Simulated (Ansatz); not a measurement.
SiC under load (space group I-4m2), r2SCAN with spin-orbit coupling, rigid bands in Ansatz (a program for electronic structure). Condition of this run: uniaxial stress along [001] of -35 GPa (compression positive) (the target of the relaxation). Band gap 1.11 eV, N_c = 1.01e19 cm⁻³ and N_v = 1.08e20 cm⁻³ at 300 K, conductivity masses along z (a = (0.00, 2.14, 2.39) Å; b = (2.14, 0.00, 2.39) Å; c = (2.14, 2.14, 0.00) Å) of 0.272 mₑ (electrons) and 0.727 mₑ (holes). Take k_BT = 0.02585 eV.

Problem. What built-in voltage has an abrupt junction with N_A = 1e17 and N_D = 1e17 cm⁻³, all dopants ionised?

Solution. V_bi = E_g/e − (k_BT/e) ln(N_c N_v/(N_A N_D)) = 1.11 − 0.02585 × 11.60 = 0.81 V, for the computed gap.

Problem. Find the intrinsic carrier density and the intrinsic Fermi level.

Solution. n_i = √(N_c N_v) exp(−E_g/2k_BT) = 3.30e19 × exp(−21.47) = 1.6e10 cm⁻³. The level lies (k_BT/2) ln(N_v/N_c) = 31 meV from mid-gap (positive towards the conduction band). Each 0.1 eV added to the gap lowers n_i by a factor of 6.9.

Problem. What thermal injection velocity √(2k_BT/πm) limits a ballistic channel along the direction named?

Solution. 1.03e7 cm/s for electrons and 6.31e6 cm/s for holes, a ratio of √(m_h/m_e) = 1.63, for dilute carriers.

Rigid bands with the computed gap; masses take one relaxation time for all states. Geometry: cell and atoms relaxed with PBEsol.
